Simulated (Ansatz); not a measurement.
# Si, response to strain

The parent structure is Si in the diamond structure (space group Fd-3m, No. 227; a = 5.470 Å).

Strains are applied to the cell and any free atomic positions relax.

Calculations: PBE in Ansatz (plane waves to 420 eV, PAW, scalar-relativistic without spin-orbit coupling).

Notes on the quantities. energy relative to the base: free energy F.

```csv
isotropic strain (%),energy relative to the base (meV/atom)
-3,50.7
-2.5,34.6
-1.5,12.0
-1,5.3
0,0.0
0.5,1.3
1,?
1.5,10.9
2.5,29.4
```

Task: Fit ΔE = Aε² + Bε³ (ε in %) to the rows shown and predict the withheld row.

Result: Least squares on the printed values gives A = 5.12 and B = -0.17 meV/atom (largest residual 0.1 meV/atom); this predicts 5.0 meV/atom, and the run gives 4.9 meV/atom, in agreement.

Whether these cells are dynamically stable was not tested.

Ansatz is an electronic-structure program.
